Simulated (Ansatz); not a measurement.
## Ba in the bcc (W type) structure (space group Im-3m, No. 229)

```xyz
1
Lattice="-2.4409 2.4409 2.4409 2.4409 -2.4409 2.4409 2.4409 2.4409 -2.4409" Properties=species:S:1:pos:R:3 pbc="T T T"
Ba     0.0000     0.0000     0.0000
```

Computed with PBEsol (Ansatz, a quantum-chemistry and plane-wave program), no spin-orbit coupling. Settings: 14×14×14 k-points, 0.05 eV Fermi–Dirac smearing.

Volume per atom: 58.17 Å³
Density: 3.92 g/cm³
Band gap: zero
Total energy: -5862.610 eV/atom (σ→0; compares only within this code and set-up)

Stability against distortions was not tested.
